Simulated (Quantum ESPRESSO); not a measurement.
## Several settings converged on MnCuO2 (Cm, 4 atoms in the cell)

```xyz
4
Lattice="2.7737 -1.4392 0.0000 2.7737 1.4392 0.0000 -1.4111 0.0000 5.6723" Properties=species:S:1:pos:R:3 pbc="T T T"
Mn     0.0000     0.0000     0.0500
Cu     2.0681     0.0000     2.8361
O      2.1437     0.0000     4.6514
O      1.9925     0.0000     1.0208
```
Moments meant for the start (each program seeds them in its own way; μB, in the order of the atoms Mn Cu O O): 4.0 0.0 0.0 0.0.

Base method: LDA (PZ)+U, GBRV 1.5 ultrasoft (LDA) pseudopotentials (plane waves; Quantum ESPRESSO 7.5).

Base settings: ecutwfc = 50 Ry; ecutrho = 400 Ry; occupations = smearing; smearing = gauss; degauss = 0.0073499 Ry; nspin = 2; potentials = {Mn: mn_lda_v1.5.uspp.F.UPF, Cu: cu_lda_v1.2.uspp.F.UPF, O: o_lda_v1.2.uspp.F.UPF}; K_POINTS = automatic 4 4 2 0 0 0; HUBBARD = ortho-atomic; U Mn-3d 3.9 eV; conv_thr = 1e-10 Ry.

The count of work is k-points × plane waves × bands × iterations; it is no time. Core times come from one kind of shared machine, to one figure; runs under 30 s give none.

**The plane-wave cutoff**

Moved along: ecutrho.

The second cell is the first with its lattice scaled by 0.98.

The mesh stays at the base's, so the ladder's end is converged at best in this setting alone.

Only quantities that move along the ladder and can be compared are tabulated.

```tsv
ecutwfc	free energy less the last step's (meV/atom)	energy of the compressed cell less the first (meV/atom)	pressure (GPa)	largest difference of a force vector from the last step's (eV/Å)	net moment (μB/atom)	count of work / last	core time / last (rough)
17.5 Ry	39100.84	-470.86	-2245.30	2.011	1.022	0.11	–
22 Ry	8514.24	26.69	-621.72	1.026	1.000	0.14	0.1
28 Ry	940.42	4.10	-98.61	0.125	1.000	0.17	0.2
50 Ry	15.92	16.52	-2.19	0.001	1.000	0.43	0.4
88 Ry	0.00	16.37	-1.75	0.000	1.000	1.0	1
```

Coarsest ecutwfc that holds the forces within 0.02 eV/Å of the last step, with all finer ones: 50 Ry, at 0.43 of the last step's count of work and about 0.4 of the last step's time; the step before is off by 0.13 eV/Å.

Coarsest ecutwfc that holds the energy of the compressed cell less the first within 2 meV/atom of the last step, with all finer ones: 50 Ry, at 0.43 of the last step's count of work and about 0.4 of the last step's time; the step before is off by 12 meV/atom.

Coarsest ecutwfc that holds the pressure within 1 GPa of the last step, with all finer ones: 50 Ry, at 0.43 of the last step's count of work and about 0.4 of the last step's time; the step before is off by 97 GPa.

At the lowest cutoff the pressure lies 2240 GPa under the last step's, the usual sign of Pulay stress in an incomplete plane-wave basis.

**The cutoff for other potential files**

Level: DFT, LDA (PZ)+U, plane waves, PSlibrary ultrasoft (LDA) pseudopotentials.

In this ladder: pseudopotentials = {Mn: Mn.pz-spn-rrkjus_psl.1.0.0.UPF, Cu: Cu.pz-dn-rrkjus_psl.1.0.0.UPF, O: O.pz-n-rrkjus_psl.1.0.0.UPF}. Moved along: ecutrho.

The mesh stays at the base's, so the ladder's end is converged at best in this setting alone.

Only quantities that move along the ladder and can be compared are tabulated.

```tsv
ecutwfc	free energy less the last step's (meV/atom)	pressure (GPa)	largest difference of a force vector from the last step's (eV/Å)	count of work / last	core time / last (rough)
29 Ry	5067.60	-339.76	1.491	0.20	0.2
46 Ry	72.50	-6.96	0.005	0.48	0.4
65 Ry	18.34	-2.28	0.005	0.76	0.9
78 Ry	0.00	-1.81	0.000	1.0	1
```

Coarsest ecutwfc that holds the pressure within 1 GPa of the last step, with all finer ones: 65 Ry; the step before is off by 5.1 GPa.

Coarsest ecutwfc that holds the free energy within 5 meV/atom: not settled: the last two steps still differ by 18 meV/atom, over half the tolerance, so the ladder does not show it.

Coarsest ecutwfc that holds the forces within 0.02 eV/Å of the last step, with all finer ones: 46 Ry, at about 0.4 of the last step's time; the step before is off by 1.5 eV/Å.

At the lowest cutoff the pressure lies 338 GPa under the last step's, the usual sign of Pulay stress in an incomplete plane-wave basis.

**The density cutoff**

The mesh stays at the base's, so the ladder's end is converged at best in this setting alone.

Only quantities that move along the ladder and can be compared are tabulated.

| ecutrho | free energy less the last step's (meV/atom) | pressure (GPa) | largest difference of a force vector from the last step's (eV/Å) | core time / last (rough) |
|---|---|---|---|---|
| 100 Ry | 3.10 | -2.38 | 0.010 | 0.2 |
| 150 Ry | 0.20 | -2.16 | 0.000 | 0.4 |
| 200 Ry | 0.18 | -2.19 | 0.000 | 0.5 |
| 400 Ry | 0.01 | -2.19 | 0.000 | 0.5 |
| 800 Ry | 0.00 | -2.19 | 0.000 | 1 |

Coarsest ecutrho that holds the pressure within 0.1 GPa of the last step, with all finer ones: 150 Ry, at about 0.4 of the last step's time; the step before is off by 0.19 GPa.

Coarsest ecutrho that holds the forces within 0.005 eV/Å of the last step, with all finer ones: 150 Ry, at about 0.4 of the last step's time; the step before is off by 0.010 eV/Å.

Coarsest ecutrho that holds the free energy within 2 meV/atom of the last step, with all finer ones: 150 Ry, at about 0.4 of the last step's time; the step before is off by 3.1 meV/atom.

On the base run: the starting cell comes from a database of computed structures (which also holds hypothetical and non-ambient phases and stackings), without a prior relaxation at this level. Its lattice was rescaled by up to half a per cent. One atom was moved a little off its site on purpose. With one magnetic atom in the cell only a parallel order is possible. With U or open f shells several self-consistent states can exist. In the base run, forces exceed 1 eV/Å. Without a gap this mesh is coarse (it stands for a supercell whose shortest vector is 12 Å).
